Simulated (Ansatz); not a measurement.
Worked calculations on one periodic cell of amorphous Si₂₄O₅₀Zr: Si24O50Zr, 75 atoms, volume 1111.0 Å³, made by a melt-quench on the CHGNet potential and relaxed with DFT. O atoms were pushed apart under 1.9 Å during the dynamics, to hinder bonds among them. It is a model cell: composition and starting density were chosen by hand, and all elements were melted together. Cycles of charging were run to anneal it. The numbers are results of PBE, scalar-relativistic without spin-orbit coupling (plane waves to 420 eV, PAW; Ansatz, a quantum-chemistry and plane-wave program), not measurements. Sampling: a 2×2×2 Γ-centred mesh; Fermi-Dirac width 0.02 eV; no spin polarisation. Its volume was relaxed, its shape was free, and it stands at a mean pressure of 0.0 GPa with stress components up to 0.1 GPa; the relaxation ran on the zone centre alone. Its density went from a set 2.31 to 2.34 g/cm³. The cell is small and was quenched far faster than a real film, so it is one sample of the glass.

**Question.** Count formal charges (Si +4, O -2, Zr +4). What does the count lead one to expect at the Fermi level, and what does the calculation give?

**Answer.** 24 × (+4) + 50 × (-2) + 1 × (+4) = 0. The charges balance, so the anion-derived valence states can be full and a gap can open. On this mesh the highest filled and lowest empty level lie 4.01 eV apart; localised defect or tail levels set that (at the zone centre the more localised edge state sits most on one O atom with neighbours Si 1.61 Å, Zr 2.14 Å), and the nearest spread-out levels lie 5.2 eV apart.

Four energies for a hole at PBE on the zone centre alone (charged cells in a uniform background, spin-polarised): neutral at the neutral geometry -47893.692 eV; charged at the neutral geometry -47895.440 eV; charged and relaxed -47895.948 eV; neutral at the charged geometry -47892.613 eV.

**Question.** Find the two relaxation energies and their sum, the reorganisation energy.

**Answer.** On charging: -47895.440 − (-47895.948) = 0.508 eV. On discharging: -47892.613 − (-47893.692) = 1.079 eV. The sum is 1.587 eV. The carrier's level spreads over 2 of the 75 atoms' worth, so it counts as localised, most on one O atom with neighbours Si 1.61 Å, Zr 2.14 Å (neutral geometry). The values are uncorrected: the image energy of a point charge in this cell, 2.84 × 14.40 / (2 × 10.4) = 2.0 eV before screening, is screened by electrons alone at the fixed geometry and by ions too after relaxing, and the carrier can be spread before it relaxes, so each term can be off by up to that value times 1/ε∞, some tenths of an eV. PBE's self-interaction favours spread-out carriers, so a hybrid can localise more.
